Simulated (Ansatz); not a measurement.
The parent structure is Ge in the diamond structure (space group Fd-3m, No. 227).

```
Ge
1.0
    0.00000     2.83720     2.83720
    2.83720     0.00000     2.83720
    2.83720     2.83720     0.00000
Ge
2
Direct
  0.50000   0.50000   0.50000
  0.75000   0.75000   0.75000
```

Cartesian axes are those of the cell as printed.

Calculations: r2SCAN (Ansatz, a first-principles code, PAW, no spin-orbit coupling).

Now apply this change: the cell is compressed by 0.64 % along x with no lateral relaxation, atoms relaxed at fixed cell.

**Question.** Predict the stress tensor and what it implies for the stiffness.

**Answer.** Stress of the strained cell less that of the base (GPa, compression positive):
```
   0.82    0.00    0.00
   0.00    0.29    0.00
   0.00    0.00    0.29
```

Then −Δσ_ii/ε with ε = -0.0064 gives relaxed-ion elastic constants: C11 ≈ 127 GPa, C12 ≈ 45 GPa and C13 ≈ 45 GPa.

Whether these cells are dynamically stable was not tested. The real Ge has an indirect gap at ambient pressure; r2SCAN orders its close-lying valleys differently.
